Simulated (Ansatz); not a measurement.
Band-edge transport in semiconductors and insulators: ZnInGaO4 (R3m) under several functionals (Ansatz, an electronic-structure program, without spin-orbit coupling). The PBE cell:

```cif
data_GaInO4Zn
_chemical_formula_sum 'Zn1 In1 Ga1 O4'
_space_group_name_H-M_alt 'P 1'
_space_group_IT_number 1
_cell_length_a 8.91607
_cell_length_b 8.91607
_cell_length_c 8.91607
_cell_angle_alpha 21.697
_cell_angle_beta 21.697
_cell_angle_gamma 21.697
loop_
_space_group_symop_operation_xyz
  'x, y, z'
loop_
_atom_site_label
_atom_site_type_symbol
_atom_site_fract_x
_atom_site_fract_y
_atom_site_fract_z
_atom_site_occupancy
Zn1 Zn 0.21880 0.21880 0.21880 1
In1 In 0.00308 0.00308 0.00308 1
Ga1 Ga 0.78706 0.78706 0.78706 1
O1 O 0.29527 0.29527 0.29527 1
O2 O 0.71123 0.71123 0.71123 1
O3 O 0.12104 0.12104 0.12104 1
O4 O 0.86352 0.86352 0.86352 1
```

```csv
Functional,cell relaxed with,volume (Å³/atom),band gap,electron conductivity mass,"Seebeck coefficient, n-type 1e19 cm⁻³"
PBE,PBE,12.13,1.12 eV,0.193 mₑ,-111 μV/K
PBEsol,PBEsol,11.67,1.17 eV,0.20 mₑ,-114 μV/K
r2SCAN,PBEsol,11.67,…,…,…
```

Problem. Given the cheaper levels, estimate the r2SCAN row.

Solution. 
- r2SCAN, band gap: 1.74 eV
- r2SCAN, electron conductivity mass: 0.23 mₑ
- r2SCAN, Seebeck coefficient, n-type 1e19 cm⁻³: -128 μV/K

For the band gap, PBE gives 1.12 eV and r2SCAN 1.74 eV: PBE lies 36 % below.

Masses are for dilute carriers at 300 K, harmonic means over directions unless an axis is named. Seebeck coefficients are for the stated density at 300 K, with one relaxation time for all states and whether or not that doping can be reached. Spin-orbit coupling is left out.
